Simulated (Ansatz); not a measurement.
For GaSb (model structure, started from the CsCl type, Pm-3m, No. 221, 2 atoms in the cell), PBE (plane waves, PAW; Ansatz, a first-principles code) gives:

- lattice constant a = 3.615 Å
- cohesive energy = 2.53 eV/atom

Q: What does r²SCAN+rVV10 (Ansatz, PAW) give for the same quantities?

A: 
- lattice constant a: 3.562 Å (falls by 1.5 %)
- cohesive energy: 2.67 eV/atom (rises by 0.14 eV/atom)

Changes are worked out from the printed values.

Unless a cell is named, each level is at its own relaxed cell (PBE 23.61, r²SCAN+rVV10 22.60 Å³/atom).

Levels without +SOC leave out spin–orbit coupling, which shifts energies and cells of such heavy elements.

Ansatz's density-functional and Hartree–Fock values are scalar-relativistic unless marked +SOC, with PAW data made under PBE.

A model structure was made by putting elements into a prototype or built by hand; it is no filed structure, need not be a known phase, and can be a saddle point held by its symmetry.
